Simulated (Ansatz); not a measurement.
Base system: BP in the zinc blende structure (space group F-43m, No. 216; a = 4.520 Å). Axes: x, y, z lie along the cube axes.

All numbers come from PBEsol (Ansatz, an electronic-structure program, PAW, without spin-orbit coupling).

Before the change:

The smallest direct gap is 3.38 eV and the valence-band top at Γ is 0.00, 0.00, 0.00 eV.

Perturbation: tensile biaxial strain of 0.77 % in the plane normal to [001], as in epitaxy on a mismatched substrate; the out-of-plane cell vector and the atoms relax.

What happens to the out-of-plane strain?

The out-of-plane strain is -0.36 %.

How does this affect the smallest direct gap?

The smallest direct gap decreases by 0.13 eV to 3.25 eV.

How does this affect the valence-band top at Γ?

The valence-band top at Γ (three highest levels, from the VBM) changes from 0.00, 0.00, 0.00 eV to 0.00, -0.11, -0.11 eV.

Stability against distortions was not tested.
